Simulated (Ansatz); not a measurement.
The parent structure is BeTe in the rock salt structure (space group Fm-3m, No. 225; a = 5.362 Å; a hypothetical phase, not in the database extracts checked; relaxed with 0.1 eV smearing). Axes: x, y, z lie along the cube axes.

Computed with Ansatz (a quantum-chemistry and plane-wave program) PBE, spin-orbit coupling left out, earlier PAW set.

The change: uniaxial strain ε_xx = −1.21 %, all other strain components held at zero; the atoms relax in the strained cell.

Task: Predict the stress tensor and what it implies for the stiffness.

Result: Stress of the strained cell less that of the base (GPa, compression positive):
```
    1.5     0.0     0.0
    0.0     0.5     0.0
    0.0     0.0     0.5
```

Then −Δσ_ii/ε with ε = -0.0121 gives secant stiffness values (nonlinear terms included at this strain): C11 ≈ 120 GPa, C12 ≈ 45 GPa and C13 ≈ 45 GPa.

Whether these cells are dynamically stable was not tested. All final runs are without spin polarisation.
